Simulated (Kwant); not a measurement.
Six-terminal Hall bar in a InSb two-dimensional gas

Model system: six-terminal Hall bar in a InSb two-dimensional gas. Effective mass 0.014 mₑ, grid spacing 7.7 nm, hard walls, nominal width 200 nm (25 grid rows, so walls 200.2 nm apart), one parabolic valley, scattering region 520 nm long along x; energies count from the band bottom; Fermi energy 0.009 eV. Four side probes 100 nm wide, two on each edge; current runs along x; the sign of the Hall resistance is a convention. Perpendicular field swept from 0.1814 to 3.7005 T, also in the leads; orbital effect alone.

Constants are typed, rounded textbook-type inputs, not results; the design itself was drawn at random and stands for no fabricated device.

Model: effective-mass tight-binding model on a square grid, one spin, coherent transport at 0 K (Kwant). Resistances are in h/e².

| B (T) | Hall resistance (h/e²) | longitudinal resistance (h/e²) |
|---|---|---|
| 0.1814 | 0.055 | 0.10 |
| 0.2410 | 0.28 | 0.04 |
| 0.3007 | 0.34 | 0.01 |
| 0.3603 | 0.33 | 0.01 |
| 0.4200 | 0.68 | 0.11 |
| 0.4796 | 0.50 | 0.00 |
| 0.5393 | 0.50 | 0.00 |
| 0.5989 | 0.50 | 0.00 |
| 0.6586 | 0.50 | 0.00 |
| 0.7182 | 0.50 | 0.00 |
| 0.7779 | 1.00 | 0.00 |
| 0.8375 | 1.00 | 0.00 |
| 0.8972 | 1.00 | 0.00 |
| 0.9568 | 1.00 | 0.00 |
| 1.016 | 1.00 | 0.00 |
| 1.076 | 1.00 | 0.00 |
| 1.136 | 1.00 | 0.00 |
| 1.195 | 1.00 | 0.00 |
| 1.255 | 1.00 | 0.00 |
| 1.315 | 1.00 | 0.00 |
| 1.374 | 1.00 | 0.00 |
| 1.434 | 1.00 | 0.00 |
| 1.494 | 1.00 | 0.00 |
| 1.553 | 1.00 | 0.00 |
| 1.613 | 1.00 | 0.00 |
| 1.673 | 1.00 | 0.00 |
| 1.732 | 1.00 | 0.00 |
| 1.792 | 1.00 | 0.00 |
| 1.851 | 1.00 | 0.00 |
| 1.911 | 1.00 | 0.00 |
| 1.971 | 1.00 | 0.00 |
| 2.030 | 1.00 | 0.00 |
| 2.090 | 1.00 | 0.00 |
| 2.150 | 1.00 | 0.00 |
| 2.209 | 1.00 | 0.00 |
